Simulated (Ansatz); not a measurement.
Thickness series in Ag2S

The parent structure is Ag2S in the anti-fluorite structure (space group Fm-3m, No. 225; a model cell, its experimental status unchecked).

```xyz
3
Lattice="0.0000 3.0451 3.0451 3.0451 0.0000 3.0451 3.0451 3.0451 0.0000" Properties=species:S:1:pos:R:3 pbc="T T T"
S      0.0000     0.0000     0.0000
Ag     1.5225     1.5225     1.5225
Ag     4.5676     4.5676     4.5676
```

Cartesian axes are those of the cell as printed.

Free-standing slabs (3 atom(s) a layer) normal to [111] with 15 Å of vacuum; in-plane cell held at bulk.

All numbers come from Ansatz (a first-principles code), PBEsol, PAW, cutoff 420 eV, no spin-orbit coupling, earlier PAW set.

Notes on the quantities. excess energy per area of both faces: slab less bulk energy over the cell's area: twice a surface energy; uncertain by up to 0.2 J/m².

| change | change of the spacing d12 from its bulk value of 0.879 Å | shortest interatomic distance | excess energy per area of both faces | thickness between the outermost nuclei |
|---|---|---|---|---|
| base | – | 2.637 Å | – | – |
| 1 layer | -34.7 % | 2.552 Å | – | 1.15 Å |
| 2 layers | -112.9 % | 2.489 Å | 0.34 J/m² | 4.06 Å |
| 3 layers | -95.0 % | 2.487 Å | 0.5 J/m² | 7.65 Å |
| 4 layers | -107.9 % | 2.487 Å | 0.4 J/m² | 10.95 Å |
| 5 layers | -98.9 % | 2.486 Å | 0.5 J/m² | 14.58 Å |
| 6 layers | -102.8 % | 2.486 Å | 0.4 J/m² | 17.99 Å |

Slab and bulk use different k-meshes, which limits the precision of the excess energy. Whether these cells are dynamically stable was not tested. The final runs are not spin-polarised. This is not the structure that Ag2S has at room temperature and ambient pressure.
